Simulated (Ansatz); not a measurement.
Results of PBEsol+SOC in Ansatz (PAW) for LaZrNO₂ (Pnma, No. 62, 20 atoms in the cell; start mp-1222900).

Settings: plane-wave cutoff 520 eV, 6×4×6 k mesh (along the axes of the cell as run), Fermi–Dirac smearing 0.01 eV, PAW data made under PBE.

Cell (relaxed with PBEsol):

Space group Pnma (No. 62); a = 5.730 Å, b = 8.443 Å, c = 5.702 Å, α = β = γ = 90.00°

```tsv
atom	site	symmetry	x	y	z
La	4c	.m.	0.0318	0.2500	0.0112
Zr	4b	-1	0.0000	0.0000	0.5000
N	4c	.m.	0.4739	0.2500	0.0736
O	8d	1	0.1804	0.5322	0.1802
```

Problem. Give the computed band gap.

Solution. 
* **band gap**: 1.59 eV

Computed values are for the static lattice.

It cost about 60 core-minutes (a rough figure) of CPU time.

A start named mp-… is a Materials Project structure, which need not be a measured phase.

Ansatz is a program for electronic structure.
